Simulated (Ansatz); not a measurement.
The starting structures come from a database of crystals and need not be the phases stable at ambient conditions.

**Evanescent states of WO3 (P6/mmm, not sure to be the ambient phase, 12 atoms a cell, 15.1 Å³ an atom) along the normal of (001)**

These are PBEsol (plane waves, PAW; Ansatz, a first-principles code) values and carry that method's errors.

The gap is the functional's own. No spin-orbit coupling. Mid-gap values are interpolated on the energy grid.

Energies count from the valence-band top; κ is the least over a 6×6 mesh across the current.

| E (eV) | κ (1/Å) | where |
|---|---|---|
| 0.03 | 0.090 | Γ |
| 0.07 | 0.126 | Γ |
| 0.12 | 0.122 | Γ |
| 0.17 | 0.118 | Γ |
| 0.23 | 0.112 | Γ |
| 0.28 | 0.106 | Γ |
| 0.33 | 0.100 | Γ |
| 0.38 | 0.092 | Γ |
| 0.42 | 0.082 | Γ |
| 0.47 | 0.071 | Γ |
| 0.53 | 0.056 | Γ |
| 0.57 | 0.035 | Γ |

Q: How thick must the barrier be to attenuate the transmission by 10^6 when the electrodes' Fermi level lies at 0.53 eV, and what attenuation does that film give at 0.03 eV?

A: d = 6 ln 10 / (2 × 0.056) = 123.4 Å. At 0.03 eV it gives 6 × 0.090/0.056 = 9.6 decades.
